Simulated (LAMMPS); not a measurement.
Pressure dependence of CdSe (zinc blende) at 900 K, from the crystal.

All values are model results, not measurements: classical MD, pair style sw, file CdTeZnSeHgS0.sw, run in LAMMPS.

| P (GPa) | state | volume | coordination number of Cd by Se |
|---|---|---|---|
| 0 | crystal; no diffusion seen in 30 ps | 28.197 ± 0.002 Å³/atom | 4.00 (counted to 3.70 Å) |
| 2 | crystal; no diffusion seen in 30 ps | 27.1608 ± 0.0006 Å³/atom | 4.00 (counted to 3.62 Å) |
| 5 | crystal; no diffusion seen in 30 ps | 25.8451 ± 0.0005 Å³/atom | 4.00 (counted to 3.58 Å) |

Caution: in nature this polymorph isn't the stable one over the whole range of temperature at this pressure, and short runs keep a crystal in its starting form.

Caution (rows 2; 5): a run this short can hold a crystal over, or a liquid under, the potential's own melting point, which these runs don't give.

Estimate the isothermal bulk modulus at zero pressure. A parabola P(ln V) through the three points gives −dP/d ln V = 50 GPa at zero pressure.

States go by the mean squared displacement: a species diffuses where it passes 1.5 Å², still rises and gives D over 1e-6 cm²/s; a crystal has left its structure where atoms lie 0.35 Å off their sites on average or a cubic box changes its shape by 3 %, or the axial ratios of another lie 8 % off the starting cell's, which the potential's own relaxation can also do.

Errors shown are sampling errors alone.
